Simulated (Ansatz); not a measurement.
We consider Tl₂Se (model structure, started from the CdI2 type, P-3m1, No. 164, 3 atoms in the cell), described by PBE+SOC (Ansatz, a quantum-chemistry and plane-wave program, plane waves, PAW).

Run with plane-wave cutoff 520 eV, 12×12×6 k mesh (along the axes of the cell as run), Fermi–Dirac smearing 0.01 eV, PAW data made under PBE.

Cell (relaxed with PBE-D3(BJ)):

Space group P-3m1 (No. 164); a = b = 4.520 Å, c = 6.503 Å, α = β = 90.00°, γ = 120.00°

```
atom  site  symmetry       x       y       z
----  ----  --------  ------  ------  ------
Se      1a      -3m.  0.0000  0.0000  0.0000
Tl      2d       3m.  0.3333  0.6667  0.2636
```

### Question
Predict the band gap and smallest direct gap on the k points sampled.

### Answer

- band gap: 0.07 eV (indirect)
- smallest direct gap on the k points sampled: 0.14 eV

Note: the relaxation could raise the start's symmetry but not lower it, so the cell can be a saddle point; cell and atoms aren't relaxed at this level (largest force component 0.19 eV/Å, pressure -1.2 GPa).

Static lattice: no zero-point or thermal effects.

The result took very roughly 6 core-minutes.

A model structure was made by putting elements into a prototype or built by hand; it is no filed structure, need not be a known phase, and can be a saddle point held by its symmetry.
